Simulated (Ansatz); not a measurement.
## Be5Au (F-43m, No. 216)

Calculation: rVV10 in Ansatz (plane waves, PAW).

Numerical settings: plane-wave cutoff 520 eV, 16×16×16 k mesh, Fermi–Dirac smearing 0.05 eV, scalar-relativistic PAW data made under PBE.

Cell: relaxed at this level.

For Be5Au (F-43m, No. 216), the volume per atom is 9.57 Å³/atom and the bulk modulus is 139 GPa. The band gap is none, the equilibrium lattice constant a is 6.123 Å and the pressure derivative B′ of the bulk modulus is 3.9.

Spin–orbit coupling is not included; it can shift volumes and moduli of such heavy elements.

Computed values are for the static lattice.

Cost on a shared machine: about 5 core-minutes (a rough figure).

Ansatz is an electronic-structure program.
